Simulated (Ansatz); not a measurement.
MgS: pressure series

Consider MgS in the rock salt structure (space group Fm-3m, No. 225; a = 5.2031 Å).

Cell and atoms are relaxed at each pressure.

All numbers come from r2SCAN (Ansatz, a program for electronic structure; PAW; 500 eV plane waves; spin-orbit coupling left out).

Candidates:
(a) pressure 5 GPa
(b) pressure −1 GPa
(c) pressure −2 GPa
(d) pressure 3 GPa

Base values:

* **Band gap**: 3.46 eV

**Question.** Order them by band gap, lowest first.

**Answer.** (c) pressure −2 GPa (3.41 eV), (b) pressure −1 GPa (3.44 eV), (d) pressure 3 GPa (3.54 eV), (a) pressure 5 GPa (3.58 eV)

Load acts through the strain it causes; cell and atoms are relaxed under it. No phonon test of stability was made. Competing high-pressure phases were not computed.
